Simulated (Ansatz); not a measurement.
**AlRu, pressure series**

Take AlRu in the CsCl type structure (space group Pm-3m, No. 221) as the base.

```cif
data_AlRu
_chemical_formula_sum 'Al1 Ru1'
_space_group_name_H-M_alt 'P 1'
_space_group_IT_number 1
_cell_length_a 3.00370
_cell_length_b 3.00370
_cell_length_c 3.00370
_cell_angle_alpha 90.000
_cell_angle_beta 90.000
_cell_angle_gamma 90.000
loop_
_space_group_symop_operation_xyz
  'x, y, z'
loop_
_atom_site_label
_atom_site_type_symbol
_atom_site_fract_x
_atom_site_fract_y
_atom_site_fract_z
_atom_site_occupancy
Al1 Al 0.00000 0.00000 0.00000 1
Ru1 Ru 0.50000 0.50000 0.50000 1
```

Cell and atoms are relaxed at each pressure.

Calculations: PBE, PAW, 420 eV (Ansatz, a quantum-chemistry and plane-wave program; scalar-relativistic without spin-orbit coupling).

Notes on the quantities. enthalpy: H = E + PV relative to the base's energy.

| case | shortest interatomic distance | enthalpy |
|---|---|---|
| base | 2.601 Å | – |
| pressure −2 GPa | 2.610 Å | -0.17 eV/atom |
| pressure −1 GPa | 2.606 Å | -0.08 eV/atom |
| pressure 0.3 GPa | 2.600 Å | +0.03 eV/atom |
| pressure 0.7 GPa | 2.598 Å | +0.06 eV/atom |
| pressure 1.5 GPa | 2.595 Å | +0.13 eV/atom |
| pressure 3 GPa | 2.589 Å | +0.25 eV/atom |
| pressure 5 GPa | 2.581 Å | +0.42 eV/atom |
| pressure 7.5 GPa | 2.572 Å | +0.62 eV/atom |
| pressure 10 GPa | 2.563 Å | +0.83 eV/atom |

Load acts through the strain it causes; cell and atoms are relaxed under it. Whether these cells are dynamically stable was not tested. No other phases were tried under pressure. All final runs are without spin polarisation.
